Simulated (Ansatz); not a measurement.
System: L1₂ (Cu3Au-type) Ni3Fe. Method: r²SCAN (Ansatz, an electronic-structure program, PAW).

Numerical settings: plane-wave cutoff 500 eV, 16×16×16 k mesh, Fermi–Dirac smearing 0.1 eV, spin-polarised with parallel moments, scalar-relativistic PAW data made under PBE.

Cell (relaxed at this level):

```xyz
4
Lattice="3.5146 0.0000 0.0000 0.0000 3.5146 0.0000 0.0000 0.0000 3.5146" Properties=species:S:1:pos:R:3 pbc="T T T"
Fe     0.0000     0.0000     0.0000
Ni     0.0000     1.7573     1.7573
Ni     1.7573     0.0000     1.7573
Ni     1.7573     1.7573     0.0000
```

Predict the magnetic moment (largest site, within a sphere).


* **magnetic moment (largest site, within a sphere)**: 3.18 μB

Moments are spin moments.

Computed values are for the static lattice.

Computing time: about 6 core-minutes (a rough figure).
